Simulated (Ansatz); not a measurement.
The reference is GaN (space group P4_2/mnm, No. 136; a = 5.470 Å, c = 3.183 Å; a hypothetical phase, not in the database extracts checked). Axes: x, y, z lie along a, b, c of the conventional cell.

Computed with PBEsol in Ansatz (plane waves to 420 eV, PAW, without spin-orbit coupling).

The change: strain tensor (xx, yy, zz, yz, xz, xy) = (−0.83, +1.04, +1.77, −0.87, +1.86, +1.29) %; the atoms relax in the strained cell.

### Question
Predict the new energy relative to the base and valence-band top at Γ.

### Answer
The energy increases by 13 meV/atom; the valence-band top at Γ (three highest levels, from the VBM) is 0.00, -0.22, -0.31 eV.

The levels and masses belong to the bands next to the band gap. Stability against distortions was not tested.

Ansatz is a quantum-chemistry and plane-wave program.
